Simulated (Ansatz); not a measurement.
O on the 1x1 (111) surface of fcc Al, one in a 1x1 cell, energies for each (7.1 Å²). Energies are against ½ O2(g), without zero-point or thermal terms; each row is named by its start.

All values below come from PBE (plane waves to 420 eV, PAW; Ansatz, a quantum-chemistry and plane-wave program).

Set-up: 5 atoms, 7.0 Å thick at the start under the adsorbate (thin: gaps and levels are the slab's own); mesh 12x12x1; 0.1 eV smearing; dipole correction on; 2 atoms held, the rest relaxed; each run with such symmetry as its start has; spin-polarised, no spin-orbit, no U, no dispersion correction.

A negative adsorption energy means that the adsorbate is more stable on the surface than in its reference. Heights count from the host atoms within 0.3 Å of the top one.

| starting site | E_ads (eV) | height (Å) | nearest host atom (Å) | bonded to | Δ work function (eV) | lateral drift (Å) | moment (μB) |
|---|---|---|---|---|---|---|---|
| top Al | -0.31 | 1.71 | Al 1.71 | Al | 5.27 | 0.0 | 0.9 |
| hollow Al-Al-Al over Al at depth 2.3 Å | -4.50 | 0.74 | Al 1.81 | 3 Al | 0.69 | 0.0 | 0.0 |
| hollow Al-Al-Al over Al at depth 4.6 Å | -4.67 | 0.72 | Al 1.80 | 3 Al | 0.83 | 0.0 | 0.0 |
| bridge Al-Al (span 2.9 Å) | -4.67 | 0.72 | Al 1.80 | 3 Al | 0.83 | 0.8 | 0.0 |
